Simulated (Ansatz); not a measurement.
We consider ScCu₂ (I4/mmm, No. 139; cell taken from a computed entry), described by r²SCAN in Ansatz (plane waves, PAW).

The run printed, among other lines:

```
Relaxation: its limit of steps is 80 (relax.max_steps)
Crystal: 3 atoms, lattice volume = 45.464 Å³
Basis set: ecut = 560 eV, 1365 PW (Γ), FFT grids on a1+a3, a2+a3, a3, exchange–correlation on 81×81×120 points (27 copies of the dense FFT grid, shifted against one another)
Bands: 30, of which v1, the nominal top of the filled ones, is band 25 counted from 1 (24 counted from 0)
Symmetry: 16 space group operations
Space group: I4/mmm (ITA 139), of the structure as read, at distance tolerance 3.6e-5 Å
k-points: 1063 of 13824
Initial density: superposition of atomic densities (chi_scale 0.1, normalization cell, long waves kept (reshape's long-wave potential 0.00 eV rms))
Functional: x = r2scan, c = r2scan; τ floored in thin density (d = 2e-4 eV/Å³)
SCF iter   1: F=—  HF=-15410.837770 eV  |F-HF|=—  |Δ(HF+E_count)|=         —  Δρ=5.19e-1  dr2=1.06e2  dr2_τ=6.17e-1
SCF iter   2: F=—  HF=-15417.368602 eV  |F-HF|=—  |Δ(HF+E_count)|=    6.53e0  Δρ=3.87e-1  dr2=3.61e1  dr2_τ=1.56e0
  ...
SCF 1 converged in 12 iterations: F = -15403.840486 eV  dr2 = 7.70e-9
Crystal: 3 atoms, lattice volume = 45.464 Å³
Initial density: handed on by an earlier stage of this run
SCF 2 converged in 5 iterations: F = -15403.840500 eV  dr2 = 1.90e-8
Crystal: 3 atoms, lattice volume = 45.464 Å³
SCF 3 converged in 7 iterations: F = -15403.840506 eV  dr2 = 7.00e-10
Crystal: 3 atoms, lattice volume = 45.464 Å³
SCF iter   4: F=—  HF=-15403.840506 eV  |F-HF|=—  |Δ(HF+E_count)|=   2.96e-9  Δρ=4.29e-7  dr2=4.21e-11  dr2_τ=1.12e-11
SCF iter   5: F=-15403.840506 eV  HF=-15403.840506 eV  |F-HF|=1.27e-11  |Δ(HF+E_count)|=  3.55e-10  Δρ=1.06e-7  dr2=2.65e-12  dr2_τ=1.07e-12
SCF 4 converged in 5 iterations: F = -15403.840506 eV  dr2 = 2.65e-12
SCF converged after 5 iterations
Free energy (F): -15403.840506 eV
Internal energy: -15403.831391 eV  (E = F + TS)
E sigma→0 (E₀):  -15403.835949 eV
Fermi energy:    13.496786 eV
--- Forces (eV/Å), atoms counted from 1 ---
  atom   1  Sc     0.00000000     0.00000000     0.00000000
  atom   2  Cu     0.00000000     0.00000000    -0.00090465
  atom   3  Cu     0.00000000     0.00000000     0.00090465
--- Stress (GPa, compression-positive) ---
       -2.128030       0.000000       0.000000
        0.000000      -2.128030      -0.000000
        0.000000       0.000000      -2.126672
  P = ⅓ Tr σ = -2.1276 GPa (-21.276 kbar)
```

Task: Write an input file that could have produced this run (the log leaves some choices open).

Result: Several could match; the one computed here: 
Ansatz 0.2 input:
```yaml
crystal:
  lattice:
    - [-1.6460535662, 1.6460535662, 4.1948877449]
    - [1.6460535662, -1.6460535662, 4.1948877449]
    - [1.6460535662, 1.6460535662, -4.1948877449]
  atoms:
    - { symbol: Sc, position: [0.0, 0.0, 0.0] }
    - { symbol: Cu, position: [0.6747382344, 0.6747382344, 0.0] }
    - { symbol: Cu, position: [0.3252617656, 0.3252617656, 0.0] }
basis:
  ecutwfc: 560
  ecutrho_ratio: 4
  xc_grid: 3
kpoints:
  mp_grid: { grid: [24, 24, 24] }
hamiltonian:
  xc: r2scan
  dispersion: none
  pseudopotentials: { azcp: { folder: ./paw }, kind: paw }
scf:
  occupations: { method: fermi_dirac, width: 0.05 }
output:
  forces: true
  stress: true
  eigenvalues: true
relax:
  f_tol: 0.004
  escape_saddle: false
  max_steps: 80
  cell: { stress_tol: 0.02, fix: [volume] }
```

The cell is one volume of an energy–volume scan, off the minimum.

The PAW data were made under PBE.

Note: the relaxation could not lower the start's symmetry, so the cell can be a saddle point above a distorted one.

Ansatz is a first-principles code.
